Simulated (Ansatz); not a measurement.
Results of r²SCAN in Ansatz (plane waves, PAW) for L1₀ (CuAu-type) FePt.

Total energies, extrapolated to zero smearing (they compare only within this program, potentials and cutoff):

Magnetic elements are taken in their magnetic phases.

```
system                         energy (eV/atom)
-----------------------------  ----------------
L1₀ (CuAu-type) FePt, relaxed        -8511.6826
bcc Fe                               -4485.8935
fcc Pt                              -12536.7874
```

**Question.** Work out the enthalpy of formation per atom.

**Answer.** ΔH_f ≈ ΔE = -8511.6826 − [1 × (-4485.8935) + 1 × (-12536.7874)]/2 = -0.342 eV/atom (0 K, no vibrations). The reference value is -0.238 ± 0.02 eV/atom (measured, 298 K, copied from a table, unchecked, no zero-point or thermal correction; as tabulated in Wang et al. (2021), doi:10.1038/s41598-021-94550-5), a difference of -0.104 eV/atom.

Spin–orbit coupling is left out; its size isn't shown.

The PAW data were made under PBE.

The crystal was run with parallel moments.

Ansatz is an electronic-structure program.
